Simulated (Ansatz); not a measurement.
Start from WS2 (space group P6_3/mmc, No. 194; a = 3.154 Å, c = 12.141 Å; layered, stacked along the Cartesian z axis). Axes: x lies along a and z along c of the hexagonal cell.

Calculations: PBE-D3(BJ) (Ansatz, a quantum-chemistry and plane-wave program; PAW; 420 eV plane waves; no spin-orbit coupling).

Before the change:

| Item | Result |
|---|---|
| Hole mass | 0.88 mₑ along c, 0.55 mₑ across (at Γ) |
| Band gap | 0.88 eV |

The change: the cell is stretched by 0.60 % along z with no lateral relaxation; the atoms relax in the strained cell.

Q: Estimate the effect on the hole mass.

A: The hole mass becomes 0.86 mₑ along z, 0.58 mₑ across (at Γ) (base: 0.88 mₑ along c, 0.55 mₑ across (at Γ)).

Q: Estimate the effect on the band gap.

A: The band gap grows by 0.033 eV (0.88 eV → 0.92 eV).

With W present, leaving out spin-orbit coupling can change the band edges. Effective masses come from finite differences of ±0.01 Å⁻¹. Stability against distortions was not tested.
